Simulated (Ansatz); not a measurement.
# What uniaxial strain ε_xx = −2.50 % does to WC

Base system: WC (space group P-6m2, No. 187; a = 2.884 Å, c = 2.812 Å; relaxed with 0.1 eV smearing). Axes: x lies along a and z along c of the hexagonal cell.

The change: the cell is compressed by 2.50 % along x with no lateral relaxation; the atoms relax in the strained cell.

All numbers come from LDA/PAW in Ansatz (a quantum-chemistry and plane-wave program), without spin-orbit coupling. Settings: 23×23×20 k-points, 0.1 eV Fermi–Dirac smearing.

The volume per atom shrinks by 0.253 Å³ (10.13 Å³ → 9.87 Å³) and the space group changes from P-6m2 (No. 187) to Amm2 (No. 38). The shortest interatomic distance drops by 0.020 Å, from 2.179 Å to 2.159 Å and the energy rises by 16 meV/atom. The pressure (mean of the normal stresses, compression positive) goes from zero to 10.9 GPa and the band gap stays zero. The stress (xx, yy, zz, yz, xz, xy; compression positive) comes out as (20.7, 6.7, 5.2, 0.0, 0.0, 0.0) GPa.

Final structure:

```
WC
1.0
    2.81220     0.00000     0.00000
   -1.40610     2.49788     0.00000
    0.00000     0.00000     2.81153
W C
1 1
Direct
  0.00095   0.00190   0.00000
  0.33238   0.66477   0.50000
```

Stability against distortions was not tested. All final runs are without spin polarisation.
